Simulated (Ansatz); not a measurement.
The starting structures come from a database of crystals and need not be the phases stable at ambient conditions.

 Where the default PAW files enter, the runs use the earlier of Ansatz's two default sets.

Inside the gap of an insulator the Bloch states are evanescent, with a wavenumber k + iκ along the transport direction.

Here is the system:

```yaml
crystal:
  lattice:
    - [3.80639, 0.00000, 0.00000]
    - [0.00000, 12.82227, 0.00000]
    - [0.00000, 6.41113, 3.70147]
  atoms:
    - { symbol: W, position: [0.00000, 0.50000, 0.00000] }
    - { symbol: W, position: [0.00000, 0.00000, 0.50000] }
    - { symbol: W, position: [0.00000, 0.50000, 0.50000] }
    - { symbol: O, position: [0.00000, 0.78577, 0.64269] }
    - { symbol: O, position: [0.00000, 0.21423, 0.35731] }
    - { symbol: O, position: [0.00000, 0.21423, 0.00000] }
    - { symbol: O, position: [0.00000, 0.78577, 0.00000] }
    - { symbol: O, position: [0.00000, 0.42846, 0.35731] }
    - { symbol: O, position: [0.00000, 0.57154, 0.64269] }
    - { symbol: O, position: [0.50000, 0.00000, 0.50000] }
    - { symbol: O, position: [0.50000, 0.50000, 0.50000] }
    - { symbol: O, position: [0.50000, 0.50000, 0.00000] }
```

Space group of this cell: P6/mmm. The cell is taken as given; by PBEsol its mean pressure is -1.4 GPa.

Transport runs along the normal of the first two printed cell vectors, the (110) plane of the conventional cell.

The gap is the functional's own. No spin-orbit coupling. Mid-gap values are interpolated on the energy grid.

Q: Compute, with PBEsol (Ansatz, a program for electronic structure), the band gap and the smallest decay constant κ at mid-gap.

A: Gap 0.62 eV on a 8×8×8 mesh; κ = 0.116 1/Å, at the zone centre.
